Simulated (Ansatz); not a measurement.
Ansatz (an electronic-structure program) run on VSi₂ (P6_222, 9 atoms in the cell): self-consistent single point.

Level of theory: PBE, PAW files (plane waves; Ansatz).

```xyz
9
Lattice="4.5706 0.0000 0.0000 -2.2853 3.9583 0.0000 0.0000 0.0000 6.3688" Properties=species:S:1:pos:R:3 pbc="T T T"
V     -1.1427     1.9791     1.0615
V      2.2853     0.0000     3.1844
V      1.1427     1.9791     5.3073
Si     2.2853     2.6719     3.1844
Si    -1.1713     3.3151     5.3073
Si     1.1141     0.6432     1.0615
Si     0.0000     1.2864     3.1844
Si     3.4566     0.6432     5.3073
Si     1.1713     3.3151     1.0615
```

Reference input (self-consistent single point, DFT, PBE, plane waves, PAW files): basis.ecutwfc = 420 eV; kpoints.mp_grid.grid = 7 7 4; hamiltonian.xc = pbe; hamiltonian.pseudopotentials = {kind: paw} (the program's default PAW files); scf.occupations.method = fermi_dirac; scf.occupations.width = 0.1 eV. This run's input differs from it in these lines:

Ansatz 0.2 input:
```diff
@@ -17,3 +17,3 @@
 basis:
-  ecutwfc: 420.0
+  ecutwfc: 735.0
 kpoints:
```

Output (repeated stretches shortened):

```
SCF iter   1: F=—  HF=-12557.405229 eV  |F-HF|=—  |Δ(HF+E_count)|=         —  Δρ=4.14e-2  dr2=3.08e0  ethr=3.10e-3  ⟨swp⟩=7.0  Hψ=4341  notcnv=0
all-band conjugate gradients solve this SCF's bands
preconditioner: auto → Kerker (q_TF=auto, 2.467 Å⁻¹)
SCF iter   2: F=—  HF=-12556.923450 eV  |F-HF|=—  |Δ(HF+E_count)|=   4.82e-1  Δρ=2.60e-2  dr2=1.22e0  ethr=3.10e-3  ⟨swp⟩=2.0  Hψ=1284  notcnv=0
   [... lines left out ...]
SCF iter   5: F=—  HF=-12556.562273 eV  |F-HF|=—  |Δ(HF+E_count)|=   1.24e-4  Δρ=1.33e-4  dr2=1.98e-5  ethr=6.35e-7  ⟨swp⟩=2.3  Hψ=1633  notcnv=0
SCF iter   6: F=—  HF=-12556.562299 eV  |F-HF|=—  |Δ(HF+E_count)|=   2.52e-5  Δρ=8.38e-5  dr2=8.39e-6  ethr=3.15e-8  ⟨swp⟩=2.0  Hψ=1754  notcnv=0
SCF iter   7: F=—  HF=-12556.562298 eV  |F-HF|=—  |Δ(HF+E_count)|=   7.98e-7  Δρ=1.64e-5  dr2=2.55e-7  ethr=1.33e-8  ⟨swp⟩=2.0  Hψ=1175  notcnv=0
SCF iter   8: F=-12556.562298 eV  HF=-12556.562298 eV  |F-HF|=4.97e-9  |Δ(HF+E_count)|=   4.58e-8  Δρ=4.00e-6  dr2=1.61e-8  ethr=1.59e-10  ⟨swp⟩=6.2  Hψ=3721  notcnv=0
SCF 1 converged in 8 iterations: F = -12556.562298 eV  dr2 = 1.61e-8
Free energy (F): -12556.562298 eV
Internal energy: -12556.410565 eV  (E = F + TS)
E sigma→0 (E₀):  -12556.486431 eV
Entropy (-TS):   -0.151733 eV (-16.859 meV/atom)
Fermi energy:    14.000947 eV
--- Forces (eV/Å), atoms counted from 1 ---
  atom   1  V      0.00000000    -0.00000000    -0.00000000
  atom   2  V      0.00000000    -0.00000000     0.00000000
  atom   3  V     -0.00000000     0.00000000    -0.00000000
  atom   4  Si    -0.00000000    -0.07061635    -0.00000000
  atom   5  Si     0.06115555    -0.03530818     0.00000000
  atom   6  Si     0.06115556     0.03530817    -0.00000000
  atom   7  Si     0.00000000     0.07061635     0.00000000
  atom   8  Si    -0.06115555     0.03530818    -0.00000000
  atom   9  Si    -0.06115556    -0.03530817     0.00000000
--- Stress (GPa, compression-positive) ---
       -0.615299      -0.000000      -0.000000
       -0.000000      -0.615299      -0.000000
       -0.000000      -0.000000       0.201056
  P = ⅓ Tr σ = -0.3432 GPa (-3.432 kbar)
  The stress holds the Pulay correction. Without it, at fixed plane waves, as pw.x and ABINIT print it: P = -0.3470 GPa
```

The run converged in 8 iterations. Against the reference run the free energy falls by 1.9 meV/atom, the pressure moves little (-0.28 to -0.34 GPa) and the largest force moves little (0.070 to 0.071 eV/Å).

The starting cell comes from a database of computed structures (which also holds hypothetical and non-ambient phases and stackings), without a prior relaxation at this level. Its lattice was rescaled by a random factor within 2.5 % of one. Spin polarisation is off. Ansatz's pressure includes its estimate of the finite-basis (Pulay) stress.
